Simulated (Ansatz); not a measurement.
An Ansatz (a first-principles code) run: BaZrO3 with a change (biaxial strain −2.50 %, plane normal [111], relaxed out of plane); PBEsol (Ansatz; PAW; 420 eV plane waves; scalar-relativistic without spin-orbit coupling).

Input:

Ansatz 0.2 input:
```yaml
crystal:
  lattice:
    - [5.7645165917, 0, 0]
    - [2.8822582958, 4.9922178089, 0]
    - [2.8822582958, -1.664072603, 2.443867661]
  atoms:
    - { symbol: Ba, position: [0, 0, 0] }
    - { symbol: Zr, position: [0, 0.5, 0.5] }
    - { symbol: O, position: [0.5, 0, 0] }
    - { symbol: O, position: [0, 0.5, 0] }
    - { symbol: O, position: [0.5, 0.5, 0] }
basis: { ecutwfc: 420, ecutrho_ratio: 4, xc_grid: 2, fft_grid_basis: typed }
kpoints: { mp_grid: { grid: [8, 8, 8] } }
hamiltonian:
  xc: pbesol
  dispersion: none
  pseudopotentials: { kind: paw }
scf: { occupations: { method: fermi_dirac, width: 0.05 } }
relax: { f_tol: 0.005, max_steps: 50, cell: { stress_tol: 0.01, fix: [a, b, gamma] } }
output: { forces: true, stress: true }
checkpoint: { write: state.ck, write_every: 1000 }
```

Output (explanatory and most iteration lines left out):

```
Relaxation: its limit of steps is 50 (relax.max_steps)
Pseudopotential: Ba, paw, valence charge 10
Pseudopotential: Zr, paw, valence charge 12
Pseudopotential: O, paw, valence charge 6
Crystal: 5 atoms, lattice volume = 70.329 Å³
Basis set: ecut = 420 eV, 1371 PW (Γ), exchange–correlation on 80×80×60 points (8 copies of the dense FFT grid, shifted against one another)
Bands: 25, of which v1, the nominal top of the filled ones, is band 20 counted from 1 (19 counted from 0)
Symmetry: 12 space group operations
Space group: R-3m (ITA 166), of the structure as read, at distance tolerance 4.1e-5 Å
k-points: 65 of 512
Functional: x = pbesol(κ = 0.804, μ = 0.12345679012345678), c = pbesol(β = 0.046)
SCF iter   1: F=—  HF=-11682.938815 eV  |F-HF|=—  |Δ(HF+E_count)|=         —  Δρ=1.60e-2  dr2=1.53e-1  ethr=1.77e-3  ⟨swp⟩=7.0  Hψ=8660  notcnv=0
SCF iter   2: F=—  HF=-11682.902538 eV  |F-HF|=—  |Δ(HF+E_count)|=   3.63e-2  Δρ=4.47e-3  dr2=8.83e-3  ethr=3.83e-4  ⟨swp⟩=2.4  Hψ=3246  notcnv=0  defer=64
SCF 1 converged in 6 iterations: F = -11682.900562 eV  dr2 = 3.52e-8
relax step   1: F+E_penalty+E_count = -11682.90056157 eV  Δ(F+E_penalty+E_count) = +0.000e0 eV  max|allowed force component| = 3.923e-29 eV/Å  Δτ_max = 0.0000 Å  P = +6.786 GPa  Ω = 70.329 Å³  fix = [a, b, gamma]  reactions: a +9.008, b +9.008 GPa  (6 SCF iters, dr2 threshold 1.00e-7 eV, accepted)
[... steps on the carried basis left out ...]
relax step   6: F+E_penalty+E_count = -11682.90462915 eV  Δ(F+E_penalty+E_count) = +6.878e-5 eV  max|allowed force component| = 1.946e-29 eV/Å  Δτ_max = 0.0000 Å  P = +5.307 GPa  Ω = 70.884 Å³  energy of the carried Pulay correction = -7.472e-5 eV  fix = [a, b, gamma]  reactions: a +7.961, b +7.961 GPa  (4 SCF iters, dr2 threshold 2.02e-8 eV, accepted)
Crystal: 5 atoms, lattice volume = 70.884 Å³
SCF iter   1: F=—  HF=-11682.904686 eV  |F-HF|=—  |Δ(HF+E_count)|=         —  Δρ=3.65e-6  dr2=3.11e-9  ethr=2.09e-7  ⟨swp⟩=3.0  Hψ=13069  notcnv=0
SCF iter   2: F=—  HF=-11682.904690 eV  |F-HF|=—  |Δ(HF+E_count)|=   4.40e-6  Δρ=1.92e-6  dr2=1.65e-9  ethr=7.77e-12  ⟨swp⟩=3.7  Hψ=4171  notcnv=0
SCF 7 converged in 6 iterations: F = -11682.904690 eV  dr2 = 1.13e-13
SCF converged after 6 iterations
Free energy (F): -11682.904690 eV
Internal energy: -11682.904690 eV  (E = F + TS)
E sigma→0 (E₀):  -11682.904690 eV
Fermi energy:    11.790052 eV
--- Forces (eV/Å), atoms counted from 1 ---
  atom   1  Ba     0.00000000    -0.00000000     0.00000000
  atom   2  Zr     0.00000000     0.00000000     0.00000000
  atom   3  O      0.00000000     0.00000000     0.00000000
  atom   4  O      0.00000000     0.00000000    -0.00000000
  atom   5  O     -0.00000000     0.00000000     0.00000000
--- Stress (GPa, compression-positive) ---
        7.961322       0.000000       0.000000
        0.000000       7.961322       0.000000
        0.000000       0.000000       0.001187
  P = ⅓ Tr σ = 5.3079 GPa (53.079 kbar)
--- Relaxed structure (5 steps of the walk, 5 accepted, 2 SCFs on fresh bases) ---
  cell:  # Å, volume = 70.8835 Å³
    - [5.764516591671659, 2.8867385835447416e-11, 7.86252507429178e-11]
    - [2.8822582958108294, 4.992217808938978, 7.335864502442205e-11]
    - [2.8822582958105665, -1.6640726029772122, 2.4631391939343286]
  atoms:
    - { symbol: Ba, position: [-1.7879833140233047e-35, 3.468658787078817e-36, 2.1015103505960916e-35] }
    - { symbol: Zr, position: [-5.551115123125783e-17, 0.4999999999999999, 0.4999999999999999] }
    - { symbol: O, position: [0.5, -1.6155871338926322e-27, 0.0] }
    - { symbol: O, position: [3.144116744496646e-17, 0.49999999999999994, 0.0] }
    - { symbol: O, position: [0.5, 0.5, -6.462348535570529e-27] }
```

Stability against distortions was not tested. The cell was made from BaZrO₃ in the cubic perovskite structure (space group Pm-3m, No. 221) by this change: biaxial strain −2.50 %, plane normal [111], relaxed out of plane.
